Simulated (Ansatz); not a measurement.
Consider SrTiO3 in the cubic perovskite structure (space group Pm-3m, No. 221; a = 3.854 Å).

Calculations: LDA in Ansatz (plane waves to 420 eV, PAW, no spin-orbit coupling).

Before the change:

```
Item                   Result
-------------------  --------
Pressure             0.00 GPa
Smallest direct gap   2.17 eV
Band gap              1.85 eV
```

The change: an isotropic linear strain of +1.80 %, atoms relaxed at fixed cell.

Predict the new energy relative to the base.

The energy increases by 20 meV/atom.

What happens to the pressure?

The pressure goes from zero to -9.61 GPa.

Estimate the effect on the smallest direct gap.

The smallest direct gap decreases by 0.058 eV (2.17 eV → 2.12 eV).

What happens to the band gap?

The band gap falls by 0.09 eV to 1.76 eV.

Stability against distortions was not tested. All final runs are without spin polarisation. Many cubic perovskites are stable only at high temperature; tilts and polar distortions were not tested.

Ansatz is an electronic-structure program.
